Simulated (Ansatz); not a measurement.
# W, response to strain

Consider W in the bcc (W type) structure (space group Im-3m, No. 229; relaxed with 0.1 eV smearing).

```xyz
1
Lattice="-1.5771 1.5771 1.5771 1.5771 -1.5771 1.5771 1.5771 1.5771 -1.5771" Properties=species:S:1:pos:R:3 pbc="T T T"
W      0.0000     0.0000     0.0000
```

Strains are applied to the cell and any free atomic positions relax.

Calculations: Kohn–Sham DFT with the PBEsol functional, run in Ansatz (a first-principles code) with PAW and 420 eV plane waves, spin-orbit coupling left out.

Notes on the quantities. energy relative to the base: free energy F.

```csv
change,energy relative to the base,shortest interatomic distance,pressure
base,0 meV/atom,2.732 Å,0.0 GPa
isotropic strain −3.00 %,+141 meV/atom,2.650 Å,35.6 GPa
isotropic strain −2.50 %,+96 meV/atom,2.663 Å,28.7 GPa
isotropic strain −2.00 %,…,2.677 Å,…
isotropic strain −1.50 %,+34 meV/atom,2.691 Å,16.1 GPa
isotropic strain −0.50 %,+3.6 meV/atom,2.718 Å,5.0 GPa
isotropic strain +0.50 %,+3.5 meV/atom,2.745 Å,-4.7 GPa
isotropic strain +1.00 %,+14 meV/atom,2.759 Å,-9.1 GPa
isotropic strain +1.50 %,+31 meV/atom,2.773 Å,-13.1 GPa
isotropic strain +3.00 %,+117 meV/atom,2.814 Å,-23.8 GPa
```

Problem. Fill in the withheld entries from the trend.

Solution. 
- isotropic strain −2.00 %, energy relative to the base: +61 meV/atom
- isotropic strain −2.00 %, pressure: 22.2 GPa

No phonon test of stability was made. All final runs are without spin polarisation.
